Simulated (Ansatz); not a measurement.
Functionals compared on OH on the 1x1 (10-10) surface of wurtzite AlN (cut with top plane Al + N), one in a 2x1 cell, started at the site 'hollow Al-Al-N-N', in Ansatz (plane waves, PAW). The structure was relaxed with PBE; the other rows are single points on it, each with its references at the same level. Cutoff 420 eV (500 eV for r2SCAN). The points keep PBE's geometry, so the relaxation of a polaron and the settling of charge on one site are left out.

Host crystal: wurtzite AlN, with a band gap (PBE, scalar-relativistic without spin-orbit coupling).

Set-up: 34 atoms, 8.9 Å thick at the start under the adsorbate (thin: gaps and levels are the slab's own); mesh 3x4x1; 0.01 eV smearing; dipole correction on; 16 atoms held, the rest relaxed; no symmetry held; spin-polarised, ending with about 1.0 μB a cell; orders that need a larger cell were not tried, no spin-orbit, no U, no dispersion correction. At the end it is bonded to Al. In PBE it is, or lies within 0.03 eV of, the lowest of the starts that converged. These notes are the PBE run's. RPBE: The program's check for a lower electronic state was not made. r2SCAN: The program's check for a lower electronic state was not made. Adsorption energies are against H2O(g) − ½ H2(g). A negative adsorption energy means that the adsorbate is more stable on the surface than in its reference.

| functional | adsorption energy (eV) | magnetic moment of the cell (μB) | rough cost of the single point |
|---|---|---|---|
| PBE | -0.22 | 1.00 | – |
| RPBE | -0.20 | 1.00 | around 2.2 core-minutes (rough) |
| r2SCAN | -0.58 | 1.00 | around 5 core-minutes (rough) |

Ansatz is a first-principles code.
